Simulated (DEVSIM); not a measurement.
Structure: TaN/Al2O3/p-Ge capacitor, at 300 K.

| layer (left to right) | material | thickness (nm) | Na (cm⁻³) |
|---|---|---|---|
| 1 | Al2O3 | 2.50 | - |
| 2 | Ge | 2000 | 8.6e16 |

Metal gate on the left, work function 4.4 eV. Fixed charge at the semiconductor interface 0 cm⁻² (in units of +e); no interface traps.

This is a model device: material constants are rounded textbook-type values typed into the input, and sizes, dopings and lifetimes were drawn at random. Values at 300 K; Nc and Nv go as T^1.5, mobilities as T to minus their exponent, the gap by Varshni's rule with the affinity fixed.

```csv
parameter,Al2O3,Ge
gap (eV),6.8,0.664
affinity (eV),1.35,4
permittivity,9,16
Nc (cm⁻³),-,1.04e19
Nv (cm⁻³),-,6e18
Varshni α (eV/K),-,0.000477
Varshni β (K),-,235
```

DEVSIM, 1D Poisson equation in equilibrium, Boltzmann statistics, complete ionisation; no quantum confinement or tunnelling. Metal contacts follow the ideal Schottky-Mott rule: no Fermi-level pinning, no interface dipoles.

The temperature was swept, all else fixed.

| temperature (K) | threshold voltage (band bending 2φF) (V) | minimum of the low-frequency capacitance (μF/cm²) | flat-band voltage (V) |
|---|---|---|---|
| 250 | 0.35 | 0.153 | -0.20 |
| 300 | 0.32 | 0.174 | -0.15 |
| 350 | 0.29 | 0.199 | -0.11 |
| 400 | 0.25 | 0.244 | -0.06 |
| 450 | 0.22 | 0.312 | -0.02 |
| 500 | … | … | 0.03 |

Problem. Complete the blanks.

Solution. 
- 500, threshold voltage (band bending 2φF) (V): 0.18
- 500, minimum of the low-frequency capacitance (μF/cm²): 0.430
